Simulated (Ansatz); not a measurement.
Start from InAgTe2 in the chalcopyrite structure (space group I-42d, No. 122).

```xyz
8
Lattice="-3.1768 3.1768 6.3187 3.1768 -3.1768 6.3187 3.1768 3.1768 -6.3187" Properties=species:S:1:pos:R:3 pbc="T T T"
In     0.0000     0.0000     6.3187
In     3.1768     0.0000     3.1594
Te     1.5237     1.5884     1.5797
Te    -1.5884     1.6531     4.7390
Te     1.6531     1.5884     7.8984
Te     4.7652     1.5237    -1.5797
Ag     0.0000     0.0000     0.0000
Ag     0.0000     3.1768     3.1594
```

Method: LDA (Ansatz, an electronic-structure program; PAW; 420 eV plane waves; no spin-orbit coupling).

One change was made to it. Results:

The lattice parameter a decreases by 0.080 Å, from 6.354 Å to 6.274 Å; the valence-band top at Γ (three highest levels, from the VBM) comes out as 0.00, -0.06, -0.06 eV; the valley order (the lowest conduction-band minima on the path, energy above the VBM, named in the base's zone) goes from Γ 0.04 eV; X (0, 0, 1/2) 0.80 eV; M (1/2, 1/2, 1/2) 1.43 eV to Γ 0.13 eV; X (0, 0, 1/2) 0.84 eV; M (1/2, 1/2, 1/2) 1.43 eV.

Name the change that was made.
A) pressure 2.1 GPa
B) pressure 4.5 GPa
C) pressure 0.9 GPa
D) pressure 9 GPa

A, pressure 2.1 GPa. For comparison, the valley order in the other runs: pressure 4.5 GPa gives Γ 0.23 eV; X (0, 0, 1/2) 0.88 eV; M (1/2, 1/2, 1/2) 1.43 eV; pressure 9 GPa gives Γ 0.39 eV; X (0, 0, 1/2) 0.94 eV; M (1/2, 1/2, 1/2) 1.40 eV; pressure 0.9 GPa gives Γ 0.08 eV; X (0, 0, 1/2) 0.82 eV; M (1/2, 1/2, 1/2) 1.43 eV.

Spin-orbit coupling, missing from the scalar runs, can matter with Te. The levels and masses belong to the bands next to the band gap. Load acts through the strain it causes; cell and atoms are relaxed under it. No phonon test of stability was made. Competing high-pressure phases were not computed. All final runs are without spin polarisation.
